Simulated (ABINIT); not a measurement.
Band structure of CaSe (Fm-3m, 2 atoms in the cell).

```xyz
2
Lattice="0.0000 3.0400 3.0400 3.0400 0.0000 3.0400 3.0400 3.0400 0.0000" Properties=species:S:1:pos:R:3 pbc="T T T"
Ca     0.0000     0.0000     0.0000
Se     3.0400     3.0400     3.0400
```

Level of theory: PBE, norm-conserving pseudopotentials (PseudoDojo nc-sr-05 PBE standard) (plane waves; ABINIT).

Settings: pseudos = [Ca.upf, Se.upf]; ecut = 43 Ha; ixc = 11; occopt = 1; ngkpt = 6 6 6; nshiftk = 1; shiftk = 0 0 0; potentials = PseudoDojo nc-sr-05 PBE standard; kptopt = 1; nstep = 80; tolvrs1 = 1e-10; diemac = 12; ndtset = 2.

The starting cell comes from a database of computed structures (which also holds hypothetical and non-ambient phases and stackings), without a prior relaxation at this level. Its lattice was rescaled by a random factor within 2.5 % of one.

Q: Predict the gap along the standard path and the places of the band edges.

A: The gap along the path is 2.21 eV, from Γ to X; the smallest direct gap on it is 2.92 eV.

Levels in eV from the top of the valence band on the SCF mesh, bands 10 to 16:
```tsv
point	10	11	12	13	14	15	16
Γ	-11.53	0.00	0.00	0.00	2.92	3.72	3.72
X	-11.05	-2.31	-0.86	-0.86	2.21	4.70	4.88
W	-10.98	-1.80	-1.80	-1.50	4.31	4.31	5.01
K	-10.99	-2.05	-1.85	-0.99	3.31	5.38	5.46
L	-10.98	-2.98	-1.03	-1.03	4.38	5.24	5.28
U	-10.99	-2.05	-1.85	-0.99	3.31	5.38	5.46
```
